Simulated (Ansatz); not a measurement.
Effect of electrons 1.5×10^21 cm⁻³ on CdTe

The reference is CdTe in the wurtzite structure (space group P6_3mc, No. 186; a = 4.583 Å, c = 7.516 Å; a cell from a computed database, its experimental status unchecked).

Perturbation: 0.205 electrons added to each cell, a density of 1.5×10^21 cm⁻³, with a uniform compensating background at fixed cell and a 300 K Fermi–Dirac width.

Calculations: Kohn–Sham DFT with the PBEsol functional, run in Ansatz (an electronic-structure program) with PAW and 420 eV plane waves, no spin-orbit coupling. Settings: 15×15×8 k-points, 0.0259 eV Fermi–Dirac smearing.

- Gap between the host's bands: 0.67 eV (base 0.69 eV)
- Gap character: direct at Γ (base direct at Γ)
- Fermi level relative to the doped band's edge (positive inside the band; to 0.05 eV): +1.40 eV

Final structure:

```
CELL_PARAMETERS angstrom
      4.58258     0.00000     0.00000
     -2.29129     3.96863     0.00000
      0.00000     0.00000     7.51562
ATOMIC_POSITIONS crystal
  Cd 0.33333 0.66667 0.99998
  Cd 0.66667 0.33333 0.49998
  Te 0.33333 0.66667 0.37502
  Te 0.66667 0.33333 0.87502
```
Cell charge -0.205025.

Carriers are added with a uniform compensating background; total energy and stress of such cells depend on the potential's zero and are not compared; many-body gap narrowing is missing at this level. Spin-orbit coupling, missing from the scalar runs, can matter with Te. Whether these cells are dynamically stable was not tested. This is not the structure that CdTe has at room temperature and ambient pressure.
